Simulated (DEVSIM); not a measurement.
**abrupt GaAs p-n junction**

System: abrupt GaAs p-n junction, at 300 K.

```tsv
layer (left to right)	material	thickness (μm)	Nd (cm⁻³)	Na (cm⁻³)	τn (s)	τp (s)
1	GaAs	77.0	-	2.7e16	5.6e-9	5.6e-9
2	GaAs	18.0	2.8e14	-	5.6e-9	5.6e-9
```

Left contact: ohmic. Right contact: ohmic. Voltage is applied to the left contact. Recombination: SRH at mid-gap, radiative. Mobility is μmin + (μ − μmin)/(1 + (N/Nref)^α).

The device is made up for the run: typed textbook-type constants, with dimensions and the other settings drawn at random. Values at 300 K.

| parameter | GaAs |
|---|---|
| gap (eV) | 1.424 |
| affinity (eV) | 4.07 |
| permittivity | 12.9 |
| Nc (cm⁻³) | 4.7e17 |
| Nv (cm⁻³) | 9e18 |
| μn (cm²/Vs) | 8500 |
| μp (cm²/Vs) | 400 |
| μn,min | 500 |
| μp,min | 20 |
| Nref,n | 6e16 |
| Nref,p | 1.5e17 |
| αn | 0.39 |
| αp | 0.38 |
| B (cm³/s) | 2e-10 |

DEVSIM, 1D drift-diffusion, Boltzmann statistics, complete ionisation; no tunnelling, impact ionisation, image-force lowering or self-heating.

```yaml
potential_step_across_the_device_at_zero_bias: 1.082 V
largest_field_in_the_device_at_zero_bias: 11000 V/cm
Dark forward voltage at 1 A/cm²: 0.966 V
Dark forward voltage at 100 A/cm²: 1.835 V
```

Dark reverse current:

| V (V) | J (A/cm²) |
|---|---|
| -0.20 | -1.2e-9 |
| -0.50 | -2.4e-9 |
| -1.00 | -4.0e-9 |
| -1.50 | -5.4e-9 |
| -2.00 | -6.6e-9 |
| -3.00 | -8.7e-9 |
| -4.00 | -1.1e-8 |
| -5.00 | -1.2e-8 |
| -6.50 | -1.4e-8 |
| -8.00 | -1.6e-8 |
| -10.00 | -1.9e-8 |

Dark forward current:

```json
[
 {"V (V)": "0.05", "J (A/cm²)": "8.2e-10"},
 {"V (V)": "0.10", "J (A/cm²)": "2.9e-9"},
 {"V (V)": "0.20", "J (A/cm²)": "2.3e-8"},
 {"V (V)": "0.25", "J (A/cm²)": "6.5e-8"},
 {"V (V)": "0.30", "J (A/cm²)": "1.8e-7"},
 {"V (V)": "0.40", "J (A/cm²)": "1.3e-6"},
 {"V (V)": "0.45", "J (A/cm²)": "3.7e-6"},
 {"V (V)": "0.55", "J (A/cm²)": "3.0e-5"},
 {"V (V)": "0.60", "J (A/cm²)": "8.6e-5"},
 {"V (V)": "0.65", "J (A/cm²)": "0.00025"},
 {"V (V)": "0.75", "J (A/cm²)": "0.0027"},
 {"V (V)": "0.80", "J (A/cm²)": "0.010"},
 {"V (V)": "0.85", "J (A/cm²)": "0.043"},
 {"V (V)": "0.95", "J (A/cm²)": "0.72"},
 {"V (V)": "1.00", "J (A/cm²)": "2.0"},
 {"V (V)": "1.10", "J (A/cm²)": "7.1"},
 {"V (V)": "1.15", "J (A/cm²)": "11"},
 {"V (V)": "1.20", "J (A/cm²)": "15"},
 {"V (V)": "1.30", "J (A/cm²)": "25"},
 {"V (V)": "1.35", "J (A/cm²)": "31"},
 {"V (V)": "1.40", "J (A/cm²)": "37"},
 {"V (V)": "1.50", "J (A/cm²)": "50"},
 {"V (V)": "1.55", "J (A/cm²)": "56"},
 {"V (V)": "1.65", "J (A/cm²)": "71"},
 {"V (V)": "1.70", "J (A/cm²)": "78"},
 {"V (V)": "1.75", "J (A/cm²)": "86"},
 {"V (V)": "1.85", "J (A/cm²)": "100"},
 {"V (V)": "1.90", "J (A/cm²)": "110"}
]
```
